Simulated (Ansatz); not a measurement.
# How far to go with the k-point mesh: a (001) slab of NbH (cut from a parent of space group no. 67; 8 atoms in the cell)

```xyz
8
Lattice="3.0130 0.0000 0.0000 -3.7790 2.9140 0.0000 0.0000 0.0000 21.3653" Properties=species:S:1:pos:R:3 pbc="T T T"
H      0.5617     0.7285     8.2877
H     -1.3278     2.1855     8.2877
H      0.5617     0.7285    13.0776
H     -1.3278     2.1855    13.0776
Nb    -0.9448     0.7285     9.5754
Nb     0.1787     2.1855     7.0000
Nb    -0.9448     0.7285    14.3653
Nb     0.1787     2.1855    11.7899
```

Method of the run: PBEsol, default PAW files made with PBE (plane waves; Ansatz, a quantum-chemistry and plane-wave program).

Base settings: basis.ecutwfc = 420 eV; kpoints.mp_grid.grid = 10 10 1; hamiltonian.xc = pbesol; hamiltonian.pseudopotentials = {kind: paw} (the program's default PAW files); scf.occupations.method = fermi_dirac; scf.occupations.width = 0.1 eV.

Only quantities that move along the ladder and can be compared are tabulated.

The count of work is k-points × plane waves × bands × iterations; it is no time. 

The starting cell comes from a database of computed structures (which also holds hypothetical and non-ambient phases and stackings), without a prior relaxation at this level. The slab is cut from that crystal, and its faces are unrelaxed. Its lattice was rescaled by up to half a per cent. Spin polarisation is off.

| kpoints.mp_grid.grid | free energy less the last step's (meV/atom) | largest difference of a force vector from the last step's (eV/Å) | count of work / last |
|---|---|---|---|
| 3 3 1 | 16.38 | 0.506 | 0.0064 |
| 4 4 1 | 21.99 | 0.202 | 0.011 |
| 5 5 1 | -1.91 | 0.037 | 0.014 |
| 6 6 1 | -10.77 | 0.044 | 0.024 |
| 7 7 1 | 2.38 | 0.012 | 0.029 |
| 8 8 1 | 2.60 | 0.032 | 0.038 |
| 9 9 1 | -0.91 | 0.009 | 0.045 |
| 10 10 1 | -0.56 | 0.010 | 0.056 |
| 11 11 1 | 0.88 | 0.001 | 0.065 |
| 13 13 1 | -0.51 | 0.003 | 0.089 |
| 15 15 1 | 0.33 | 0.005 | 0.12 |
| 18 18 1 | 0.04 | 0.002 | 0.16 |
| 21 21 1 | -0.07 | 0.001 | 0.22 |
| 24 24 1 | -0.03 | 0.000 | 0.28 |
| 28 28 1 | -0.01 | 0.000 | 0.38 |
| 33 33 1 | 0.00 | 0.000 | 0.52 |
| 39 39 1 | 0.00 | 0.000 | 0.72 |
| 46 46 1 | 0.00 | 0.000 | 1.0 |

Coarsest kpoints.mp_grid.grid that holds the forces within 0.02 eV/Å of the last step, with all finer ones: 9 9 1, at 0.045 of the last step's count of work; the step before is off by 0.032 eV/Å.

Coarsest kpoints.mp_grid.grid that holds the free energy within 1 meV/atom of the last step, with all finer ones: 9 9 1, at 0.045 of the last step's count of work; the step before is off by 2.6 meV/atom.

Two neighbours can agree and both be off: 7 7 1 and 8 8 1 differ by 0.22 meV/atom in the free energy, yet lie about 2.6 meV/atom from the last step.

Keys are those of Ansatz 0.2.
